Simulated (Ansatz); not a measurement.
System: Ge (P6₃/mmc, No. 194, 4 atoms in the cell; start mp-1007760; another form than the element's usual one). Method: HSE06 (Ansatz, a first-principles code, PAW).

Run with plane-wave cutoff 460 eV, 9×9×4 k mesh (along the axes of the cell as run), Fermi–Dirac smearing 0.01 eV, scalar-relativistic PAW data made under PBE.

Cell (relaxed at this level):

```
Ge
1.0
    4.00375     0.00000     0.00000
   -2.00187     3.46735     0.00000
    0.00000     0.00000     6.60672
Ge
4
Direct
  0.66667   0.33333   0.06288
  0.33333   0.66667   0.93712
  0.33333   0.66667   0.56288
  0.66667   0.33333   0.43712
```

Task: Give the computed band gap.

Result: 
* **band gap**: 0.36 eV (on the SCF k mesh)

Note: the relaxation could not lower the start's symmetry, so the cell can be a saddle point above a distorted one.

Spin–orbit coupling is not included.

The result took roughly 40 core-minutes.

A start named mp-… is a Materials Project structure, which need not be a measured phase.
